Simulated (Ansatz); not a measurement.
The starting structures come from a database of crystals and need not be the phases stable at ambient conditions.

Tunnelling through a barrier is set by its complex band structure: the current falls as exp(−2κd) with the smallest κ.

```xyz
6
Lattice="5.9561 0.0000 0.0000 2.9780 9.4358 -0.1361 2.9780 -0.8989 2.8391" Properties=species:S:1:pos:R:3 pbc="T T T"
Pb     4.4671     7.5832     0.8392
Pb     4.4671     0.9537     1.8638
I      7.4451     6.0891     0.3661
I      7.4451     2.4478     2.3369
F      0.0000     0.0000     0.0000
F      2.9780     0.0000     0.0000
```

The cell was relaxed by PBE-D3(BJ).

Transport runs along the normal of the first two printed cell vectors, the (111) plane of the conventional cell.

The gap is the functional's own. No spin-orbit coupling. Mid-gap values are those at the computed energy nearest the middle.

### Question
State the band gap and the smallest decay constant κ at mid-gap according to r2SCAN in Ansatz (a first-principles code).

### Answer
Gap 2.21 eV on a 10×10×10 mesh; κ = 0.248 1/Å, at (0.000, 0.250) of the in-plane reciprocal vectors. At the zone centre the slowest state has κ = 0.28 1/Å.
